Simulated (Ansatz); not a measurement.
Base system: SrTiO$_{3}$ in the cubic perovskite structure (space group Pm-3m, No. 221; a = 3.891 Å).

Now apply this change: cell and atoms relaxed at a pressure of 50 GPa.

Levels (all Ansatz, a first-principles code, PAW): PBEsol (420 eV, no spin-orbit coupling); r2SCAN (500 eV, scalar-relativistic without spin-orbit coupling).

The geometry is relaxed with PBEsol.

| Property | Value |
|---|---|
| PBEsol band gap | 2.13 eV |
| PBEsol smallest direct gap | 2.28 eV |
| PBEsol width of the top valence band | 1.25 eV |

### Question
Predict the band gap, smallest direct gap and width of the top valence band from r2SCAN.

### Answer
The band gap grows by 0.523 eV (2.13 eV → 2.66 eV); the smallest direct gap increases by 0.546 eV (2.28 eV → 2.82 eV); the width of the top valence band increases by 0.03 eV to 1.28 eV.

Single points use the geometry relaxed with PBEsol. Their cutoffs differ, which shifts pressures a little. Load acts through the strain it causes; cell and atoms are relaxed under it. Whether these cells are dynamically stable was not tested. Competing high-pressure phases were not computed. All final runs are without spin polarisation. Many cubic perovskites are stable only at high temperature; tilts and polar distortions were not tested.
